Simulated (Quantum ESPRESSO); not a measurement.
Input and output of a self-consistent single point for ZrScVNi3 (P1, 6 atoms in the cell) (Quantum ESPRESSO).

Method: LDA (PZ), GBRV 1.5 ultrasoft (LDA) pseudopotentials (plane waves; Quantum ESPRESSO).

The change in words: atoms moved at random. Reference geometry:
```yaml
crystal:
  lattice:
    - [2.54001, 1.46648, 3.92295]
    - [-2.54001, 1.46648, 3.92295]
    - [0.00000, -2.93296, 3.92295]
  atoms:
    - { symbol: Zr, position: [0.99438, 0.99438, 0.99438] }
    - { symbol: Sc, position: [0.25357, 0.25357, 0.25357] }
    - { symbol: V, position: [0.62611, 0.62611, 0.62611], spin: 2.0 }
    - { symbol: Ni, position: [0.62486, 0.12620, 0.62486], spin: 2.0 }
    - { symbol: Ni, position: [0.62486, 0.62486, 0.12620], spin: 2.0 }
    - { symbol: Ni, position: [0.12620, 0.62486, 0.62486], spin: 2.0 }
```
(The spins are starting values, not results.)

Reference input (self-consistent single point, DFT, LDA (PZ), plane waves, GBRV 1.5 ultrasoft (LDA) pseudopotentials): ecutwfc = 50 Ry; ecutrho = 400 Ry; occupations = smearing; smearing = gaussian; degauss = 0.0036749 Ry; nspin = 2; K_POINTS = automatic 4 4 4 0 0 0; conv_thr = 1e-10 Ry; mixing_beta = 0.2. This run's input differs from it in these lines:

```diff
@@ -31,12 +31,12 @@
 CELL_PARAMETERS {angstrom}
-   2.540014991     1.466478339     3.922950000
-  -2.540014991     1.466478339     3.922950000
-   0.000000000    -2.932956677     3.922950000
+   2.540015000     1.466478000     3.922950000
+  -2.540015000     1.466478000     3.922950000
+   0.000000000    -2.932957000     3.922950000
 ATOMIC_POSITIONS {crystal}
-Zr    0.994380000    0.994380000    0.994380000
-Sc    0.253570000    0.253570000    0.253570000
-V     0.626110000    0.626110000    0.626110000
-Ni    0.624860000    0.126200000    0.624860000
-Ni    0.624860000    0.624860000    0.126200000
-Ni    0.126200000    0.624860000    0.624860000
+Zr    0.990470000    0.988345000    0.996543000
+Sc    0.253655000    0.242671000    0.259124000
+V     0.640753000    0.614756000    0.622382000
+Ni    0.628585000    0.127145000    0.627380000
+Ni    0.611767000    0.646880000    0.123755000
+Ni    0.124749000    0.630183000    0.620796000
 K_POINTS {automatic}
```

Log, with long lists cut:

```
     Self-consistent Calculation

     iteration #  1     ecut=    50.00 Ry     beta= 0.20

     negative rho (up, down):  3.120E-02 3.135E-02

     total energy              =   -1343.38939037 Ry
     estimated scf accuracy    <     117.32740394 Ry

     total magnetization       =     1.46 Bohr mag/cell
     absolute magnetization    =     1.78 Bohr mag/cell

     iteration #  2     ecut=    50.00 Ry     beta= 0.20

     negative rho (up, down):  3.097E-02 3.111E-02

     total energy              =   -1369.34427722 Ry
     estimated scf accuracy    <      35.38308557 Ry

     total magnetization       =     0.73 Bohr mag/cell
   [... lines left out ...]

     total magnetization       =     0.58 Bohr mag/cell
     absolute magnetization    =     0.59 Bohr mag/cell

     iteration # 39     ecut=    50.00 Ry     beta= 0.20

     negative rho (up, down):  3.095E-02 3.128E-02

     Magnetic moment per site  (integrated on atomic sphere of radius R)
     atom   1 (R=0.230)  charge=  9.3495  magn=  0.0277
     atom   2 (R=0.238)  charge=  9.2653  magn=  0.0148
     atom   3 (R=0.202)  charge= 10.8454  magn=  0.2389
     atom   4 (R=0.202)  charge= 16.5286  magn=  0.0711
     atom   5 (R=0.202)  charge= 16.5286  magn=  0.0740
     atom   6 (R=0.202)  charge= 16.5266  magn=  0.0668
     End of self-consistent calculation

     the Fermi energy is    15.4670 ev

!    total energy              =   -1368.42695596 Ry
     estimated scf accuracy    <          7.1E-11 Ry
     smearing contrib. (-TS)   =      -0.00072446 Ry
     internal energy E=F+TS    =   -1368.42623150 Ry

     total magnetization       =     0.58 Bohr mag/cell
     absolute magnetization    =     0.59 Bohr mag/cell

     convergence has been achieved in  39 iterations

     negative rho (up, down):  3.095E-02 3.128E-02

     Forces acting on atoms (cartesian axes, Ry/au):

     atom    1 type  1   force =     0.00377589    0.00416108    0.00743091
     atom    2 type  2   force =    -0.00304164    0.00654340    0.00533164
     atom    3 type  3   force =    -0.01477624   -0.00753579    0.00288172
   [... lines left out ...]
     Total force =     0.031468     Total SCF correction =     0.000008
   [... lines left out ...]

     negative rho (up, down):  3.095E-02 3.128E-02
          total   stress  (Ry/bohr**3)                   (kbar)     P=     -107.75
  -0.00075617  -0.00000206   0.00000215         -111.24       -0.30        0.32
  -0.00000206  -0.00074751   0.00000409           -0.30     -109.96        0.60
   0.00000215   0.00000409  -0.00069378            0.32        0.60     -102.06

   JOB DONE.
```

The run converged in 39 iterations. Against the reference run the free energy goes up by 8.5 meV/atom, the pressure goes from -11.28 to -10.78 GPa, the largest force goes from 0.044 to 0.477 eV/Å and the size of the net moment hardly changes (0.09 to 0.10 μB/atom).

The starting cell comes from a database of computed structures (which also holds hypothetical and non-ambient phases and stackings), without a prior relaxation at this level. For this run, on top of that: atoms moved at random. The moments shrank to a small part of their start, a low-spin state that need not be the lowest. With a pressure of about -11 GPa the cell is away from its equilibrium volume at this level.

Cost on one core of a shared machine: roughly 9 min.
